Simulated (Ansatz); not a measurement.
Converging the k-point mesh: FeAuO₂ (R3m, 4 atoms in the cell)

```
CELL_PARAMETERS angstrom
      1.51854     0.87673     6.14904
     -1.51854     0.87673     6.14904
      0.00000    -1.75346     6.14904
ATOMIC_POSITIONS crystal
  Fe 0.00271 0.00271 0.00271
  Au 0.50000 0.50000 0.50000
  O  0.38897 0.38897 0.38897
  O  0.61103 0.61103 0.61103
```
Moments meant for the start (each program seeds them in its own way; μB, in the order of the atoms Fe Au O O): 4.0 0.0 0.0 0.0.

Method: PBEsol+U, default PAW files made with PBE (plane waves; Ansatz, a program for electronic structure).

Base settings: basis.ecutwfc = 420 eV; kpoints.mp_grid.grid = 9 9 9; hamiltonian.xc = pbesol; hamiltonian.pseudopotentials = {kind: paw} (the program's default PAW files); hamiltonian.hubbard.sites = [{species: Fe, l: d, u_eff: 5.3}] eV; magnetization.spin_polarized = true; scf.occupations.method = fermi_dirac; scf.occupations.width = 0.05 eV.

Only quantities that move along the ladder and can be compared are tabulated.

These are the values that this program gave, and no reference: magnets with a U can end in a higher state.

The count of work is k-points × plane waves × bands × iterations; it is no time. Core times come from one kind of shared machine, to one figure; runs under 30 s give none.

The starting cell comes from a database of computed structures (which also holds hypothetical and non-ambient phases and stackings), without a prior relaxation at this level. Its lattice was rescaled by up to half a per cent. One atom was moved a little off its site on purpose. With one magnetic atom in the cell only a parallel order is possible. With U or open f shells several self-consistent states can exist. Ansatz's pressure includes its estimate of the finite-basis (Pulay) stress.

Steps (kpoints.mp_grid.grid): 2 2 2; 3 3 3; 4 4 4; 5 5 5; 6 6 6; 7 7 7; 8 8 8; 9 9 9; 10 10 10; 11 11 11; 13 13 13; 16 16 16; 18 18 18; 22 22 22.

Question: What is the coarsest kpoints.mp_grid.grid that holds the forces within 0.005 eV/Å of the last step, with all finer ones?

Answer: 8 8 8, at 0.060 of the last step's count of work and about 0.06 of the last step's time; the step before is off by 0.006 eV/Å.

Question: What is the coarsest kpoints.mp_grid.grid that holds the free energy within 0.5 meV/atom of the last step, with all finer ones?

Answer: 8 8 8, at 0.060 of the last step's count of work and about 0.06 of the last step's time; the step before is off by 0.54 meV/atom.

Question: What is the coarsest kpoints.mp_grid.grid that holds the pressure within 0.1 GPa of the last step, with all finer ones?

Answer: 7 7 7, at 0.047 of the last step's count of work and about 0.05 of the last step's time; the step before is off by 0.19 GPa.

```csv
kpoints.mp_grid.grid,free energy less the last step's (meV/atom),pressure (GPa),largest difference of a force vector from the last step's (eV/Å),count of work / last,core time / last (rough)
2 2 2,569.81,18.26,0.535,0.0047,–
3 3 3,-43.81,-0.50,0.155,0.0052,–
4 4 4,24.04,2.97,0.062,0.013,–
5 5 5,-4.69,1.31,0.026,0.017,–
6 6 6,2.07,1.90,0.012,0.030,–
7 7 7,-0.54,1.64,0.006,0.047,0.05
8 8 8,0.19,1.74,0.002,0.060,0.06
9 9 9,-0.07,1.69,0.001,0.079,0.08
10 10 10,0.02,1.71,0.000,0.11,0.1
11 11 11,-0.01,1.70,0.000,0.14,0.1
13 13 13,0.00,1.71,0.000,0.21,0.2
16 16 16,0.00,1.71,0.000,0.39,0.4
18 18 18,0.00,1.71,0.000,0.54,0.5
22 22 22,0.00,1.71,0.000,1.0,1
```

Keys are those of Ansatz 0.2.
